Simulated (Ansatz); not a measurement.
Output of an Ansatz run (abridged):

```
WARN ansatz: RAYON_NUM_THREADS=1 ignored (pool sized by the plan → 1); use --threads N
Pseudopotentials: kind: paw
Pseudopotential: Cs, paw, valence charge 9
Pseudopotential: H, paw, valence charge 1
Crystal: 2 atoms, lattice volume = 54.842 Å³
Basis set: ecut = 420.4159175005146 eV, 1045 PW (Γ)
Bands: 9, of which v1, the nominal top of the filled ones, is band 5 counted from 1 (4 counted from 0)
Symmetry: 8 space group operations
Space group: P4mm (ITA 99), of the structure as read, at distance tolerance 3.8e-5 Å
k-points: 40 of 343 (time reversal used)
PAW frozen core: Cs, regenerated for the run's functional, and the local potential with it
Initial density: superposition of atomic densities (neutral atoms: chi_scale 0, normalization atom), corrected by the library's trained network
Initial wavefunctions: pseudopotential atomic-orbital guess
Eigensolver: davidson
Functional: x = slater, c = lda
SCF iter   1: F=—  HF=-5520.933983 eV  |F-HF|=—  |Δ(HF+E_count)|=         —  Δρ=8.77e-3  dr2=5.11e-2  ethr=1.77e-3  ⟨swp⟩=4.1  Hψ=2290  notcnv=0  defer=72
all-band conjugate gradients solve this SCF's bands
preconditioner: auto → none
SCF iter   2: F=—  HF=-5520.915829 eV  |F-HF|=—  |Δ(HF+E_count)|=   1.82e-2  Δρ=1.51e-3  dr2=1.07e-3  ethr=5.11e-4  ⟨swp⟩=2.0  Hψ=754  notcnv=0  defer=79
SCF iter   3: F=—  HF=-5520.915617 eV  |F-HF|=—  |Δ(HF+E_count)|=   2.12e-4  Δρ=6.00e-4  dr2=1.36e-4  ethr=1.07e-5  ⟨swp⟩=2.0  Hψ=455  notcnv=0  defer=80
SCF iter   4: F=—  HF=-5520.915611 eV  |F-HF|=—  |Δ(HF+E_count)|=   5.66e-6  Δρ=8.80e-5  dr2=1.83e-6  ethr=1.36e-6  ⟨swp⟩=2.1  Hψ=547  notcnv=0  defer=47
SCF iter   5: F=—  HF=-5520.915612 eV  |F-HF|=—  |Δ(HF+E_count)|=   3.35e-7  Δρ=1.46e-5  dr2=1.25e-7  ethr=1.83e-8  ⟨swp⟩=2.0  Hψ=520  notcnv=0  defer=13
SCF iter   6: F=-5520.915611 eV  HF=-5520.915611 eV  |F-HF|=3.67e-10  |Δ(HF+E_count)|=   6.07e-8  Δρ=1.46e-6  dr2=1.20e-9  ethr=1.00e-9  ⟨swp⟩=6.3  Hψ=2217  notcnv=0
SCF 1 converged in 6 iterations: F = -5520.915611 eV  dr2 = 1.20e-9
SCF converged after 6 iterations
Free energy (F): -5520.915611 eV
Harris-Foulkes:  -5520.915611 eV  (|F-HF|=3.67e-10)
Internal energy: -5520.915611 eV  (E = F + TS)
E sigma→0 (E₀):  -5520.915611 eV
Fermi energy:    4.035771 eV
--- Per-component energies (eV) ---
  E_band       = -52.653224
  E_kinetic    = 154.804089
  E_local      = -233.820956  (includes V_loc(G=0)·N_el)
  E_nonlocal   = 33.706743
  E_hartree    = 77.142914
  E_xc         = -181.538006
  E_vxc        = -138.015341  (∫ρ·V_xc dr)
  E_paw        = -4903.243154  (= ΣΔE_a)
  E_vpaw       = -23.612874  (= ΣTr[D̂ρ^β])
  E_aug_tail   = -0.000985  (compensation charges beyond the density's cutoff)
  E_ewald      = -468.236813
  E_core_change = 0.270556  (= ΣΔE_core)
  E_smearing   = -0.000000  (= −TS)
  E_closure    = -0.000000  (closes the sum)
  Σ components = -5520.915611   (vs F -5520.915611, Δ=0.00e0)
--- Forces (eV/Å), atoms counted from 1 ---
  atom   1  Cs     0.00000000     0.00000000    -0.01613083
  atom   2  H     -0.00000000     0.00000000     0.01613067
  max |Σ_I F_I| component: 1.58e-7 eV/Å
--- Stress (GPa, compression-positive) ---
       -1.795544       0.000000      -0.000000
        0.000000      -1.795544       0.000000
       -0.000000       0.000000      -1.791719
  P = ⅓ Tr σ = -1.7943 GPa (-17.943 kbar)
  The stress holds the Pulay correction. Without it, at fixed plane waves, as pw.x and ABINIT print it: P = -1.8200 GPa
--- Band table (eV; the first three rows and the last of 40) ---
  k-point 0: bands = ["-17.5774", "-3.5449", "-3.5444", "-3.5444", "2.2017", "7.4288", "7.4298", "11.4141", "13.8029"]
  k-point 1: bands = ["-17.5471", "-3.9133", "-3.5138", "-3.5138", "2.5292", "7.5524", "7.8219", "10.8395", "12.3266"]
  k-point 2: bands = ["-17.4773", "-4.6154", "-3.4435", "-3.4435", "3.2427", "7.7217", "7.8699", "11.0585", "11.0585"]
  k-point 39: bands = ["-17.1254", "-4.5595", "-4.5440", "-4.5437", "4.0358", "6.9925", "6.9946", "7.5368", "14.0311"]
```

The structure:

```
CELL_PARAMETERS angstrom
      3.79932     0.00000     0.00000
      0.00000     3.79932     0.00000
      0.00000     0.00000     3.79932
ATOMIC_POSITIONS crystal
  Cs 0.00000 0.00000 0.01316
  H  0.50000 0.50000 0.50000
```

Task: Write an input that gives this output.

Result: Other spellings and defaults could give the same log, and not every line can be read from it. The input that was run (DFT, LDA (PW92), plane waves, default PAW files made with PBE):

Ansatz 0.2 input:
```yaml
crystal:
  lattice:
    - [3.79931800, 0.00000000, 0.00000000]
    - [0.00000000, 3.79931800, 0.00000000]
    - [0.00000000, 0.00000000, 3.79931800]
  atoms:
    - { symbol: Cs, position: [0.00000000, 0.00000000, 0.01316000] }
    - { symbol: H, position: [0.50000000, 0.50000000, 0.50000000] }
basis:
  ecutwfc: 30.9 Ry
kpoints:
  mp_grid: { grid: [7, 7, 7] }
hamiltonian:
  xc: lda
  pseudopotentials: { kind: paw }
scf:
  occupations: { method: fixed }
output:
  forces: true
  eigenvalues: true
  stress: true
```

The starting cell comes from a database of computed structures (which also holds hypothetical and non-ambient phases and stackings), without a prior relaxation at this level. Its lattice was rescaled by up to half a per cent. One atom was moved a little off its site on purpose. Ansatz's pressure includes its estimate of the finite-basis (Pulay) stress.

Ansatz is a first-principles code.
